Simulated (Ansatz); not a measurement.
Base system: BAs in the zinc blende structure (space group F-43m, No. 216; a = 4.809 Å).

Perturbation: an isotropic linear strain of −1.00 %, atoms relaxed at fixed cell.

The values are results of plane-wave PAW DFT at the PBE level (Ansatz, a quantum-chemistry and plane-wave program, 420 eV), no spin-orbit coupling, not measurements.

Base, band edges from the VBM (valence, conduction): X -3.99, 1.46; W -5.07, 5.26; L -1.79, 2.57; Γ 0.00, 3.26; K -3.41, 2.06; U -3.41, 2.06 eV.

Give the band edges at the high-symmetry points of the new zone, measured from its valence-band maximum.


```
point  valence edge (eV)  conduction edge (eV)
-----  -----------------  --------------------
Γ                   0.00                  3.29
X                  -4.12                  1.43
U                  -3.52                  2.04
K                  -3.52                  2.04
L                  -1.84                  2.75
W                  -5.24                  5.27
```

The gap is 1.18 eV, indirect, Γ → Γ–X (82 % along).

No phonon test of stability was made.
